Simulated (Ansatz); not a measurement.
GaSb (F-43m) under biaxial stress in (001) (compression positive): band gap by r2SCAN with spin-orbit coupling, rigid bands (plane waves, PAW; Ansatz, a first-principles code). The unloaded cell, whose axes the loads refer to:

Space group F-43m (No. 216); a = b = c = 6.112 Å, α = β = γ = 90.00°

```
atom  site  symmetry       x       y       z
----  ----  --------  ------  ------  ------
Ga      4a      -43m  0.0000  0.0000  0.0000
Sb      4d      -43m  0.7500  0.7500  0.7500
```
(The calculation used a cell of 2 atoms; values per cell refer to that cell.)

| biaxial stress in (001) (compression positive) (GPa) | volume per atom (Å³) | band gap (eV) |
|---|---|---|
| 0 | 28.54 | 0.28 |
| 0.9 | 28.21 | ? |
| 1.8 | 27.90 | 0.35 |
| 2.7 | 27.60 | 0.38 |

Q: Fit a straight line to band gap against the load over the rows given, and predict the row at 0.9 GPa.

A: The means are x̄ = 1.500 GPa and ȳ = 0.3367; Σ(x − x̄)(y − ȳ) = 0.1410 and Σ(x − x̄)² = 3.780, so the slope is 37.3 meV per GPa, and the rows given lie within 2.1 meV of the line. At 0.9 GPa the line gives 0.31 eV; the calculation gives 0.32 eV, 1.8 % from it.

 Stresses and pressures are the targets of the relaxation. Gaps are resolved to about 0.01 eV. The structure type is held at every load. Geometry: cell and atoms relaxed with PBEsol.
